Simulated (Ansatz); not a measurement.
**A computed series for As: pressure series**

Consider As (space group Cmce, No. 64; a = 3.6558 Å, b = 11.1273 Å, c = 4.6275 Å; layered, stacked along the Cartesian y axis).

Cell and atoms are relaxed at each pressure.

Level of theory: r2SCAN+rVV10/PAW in Ansatz (a program for electronic structure), without spin-orbit coupling.

```csv
P (GPa),V (Å³/atom)
0.30,23.278
0.70,22.963
1.50,22.413
3.00,21.563
5.00,20.637
7.49,19.778
10.00,19.081
```

Task: Fit a third-order Birch–Murnaghan equation of state.

Result: Least squares on P(V) = (3B₀/2)[(V₀/V)^(7/3) − (V₀/V)^(5/3)]·[1 + (3/4)(B₀′ − 4)((V₀/V)^(2/3) − 1)] gives V₀ = 23.54 Å³/atom, B₀ = 26 GPa and B₀′ = 5.6.

A case with no gap was solved on a k-mesh chosen for an insulator, which is coarse for it. Load acts through the strain it causes; cell and atoms are relaxed under it. Whether these cells are dynamically stable was not tested. Competing high-pressure phases were not computed. This is not the structure that As has at room temperature and ambient pressure.
